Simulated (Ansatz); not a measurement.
Data:

A slab with vacuum along the third vector:

```yaml
crystal:
  lattice:
    - [2.93959, 0.00000, 0.00000]
    - [-1.46980, 2.54576, 0.00000]
    - [0.00000, 0.00000, 26.00000]
  atoms:
    - { symbol: Au, position: [0.33333, 0.66667, 0.31436] }
    - { symbol: Au, position: [0.66667, 0.33333, 0.40790] }
    - { symbol: Au, position: [0.00000, 0.00000, 0.50000] }
    - { symbol: Au, position: [0.33333, 0.66667, 0.59210] }
    - { symbol: Au, position: [0.66667, 0.33333, 0.68564] }
```

Set-up: 5 atoms, 9.6 Å thick at the start (thin: gaps and levels are the slab's own); mesh 15x15x1; 0.1 eV smearing; dipole correction on; all atoms relaxed; start symmetry kept, larger cells not searched; no spin, no spin-orbit, no U.

Task: What surface energy (mean of both faces) does Ansatz (a quantum-chemistry and plane-wave program) with PBE give?

Result: 0.69 J/m²

Task: Estimate the work function of the top face that PBE returns for this input.

Result: 5.19 eV
